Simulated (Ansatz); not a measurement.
The cell is built on a prototype and need not be the phase stable at ambient conditions.

By PBEsol, the system below comes out a metal.

```yaml
crystal:
  lattice:
    - [2.74986, 0.00000, 0.00000]
    - [0.00000, 2.74986, 0.00000]
    - [0.00000, 0.00000, 2.76131]
  atoms:
    - { symbol: Be, position: [0.50000, 0.50000, 0.50000] }
    - { symbol: Ru, position: [0.00000, 0.00000, 0.00000] }
```

Space group of this cell: P4/mmm. The cell was relaxed by PBE-D3(BJ); by PBEsol its mean pressure is 1.4 GPa.

The current flows along the normal of the first two printed cell vectors. No spin-orbit coupling; the value is a mean over 0.1 eV about the Fermi level.

Question: Estimate the ballistic conductance per area that PBEsol run with Ansatz (a program for electronic structure) returns for this system.

Answer: 2.2 × 10¹⁵ S/m² for both spins.
